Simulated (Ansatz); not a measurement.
Hexagonal WC, treated with RPBE (plane waves, PAW; Ansatz, a first-principles code).

Settings: plane-wave cutoff 520 eV, 24×24×20 k mesh (along the axes of the cell as run), Fermi–Dirac smearing 0.05 eV, no spin polarisation, scalar-relativistic PAW data made under PBE.

Computed at the level's own relaxed cell.

Task: Give the computed lattice parameter c, pressure derivative B′ of the bulk modulus and equilibrium volume per atom.

Result: 
lattice parameter c: 2.857 Å
pressure derivative B′ of the bulk modulus: 4.3
equilibrium volume per atom: 10.64 Å³/atom

The run finds no gap.

Measured, for comparison: lattice parameter c 2.837 Å (300 K, not corrected to a static lattice; as tabulated in Wikipedia's data pages). Computed (rounded) less measured: lattice parameter c +0.7 %.

Note: the bulk modulus comes from volumes at which shape and atoms were relaxed.

Spin–orbit coupling is not included.

Computed values are for the static lattice.

Cost on a shared machine: roughly 8 core-minutes.
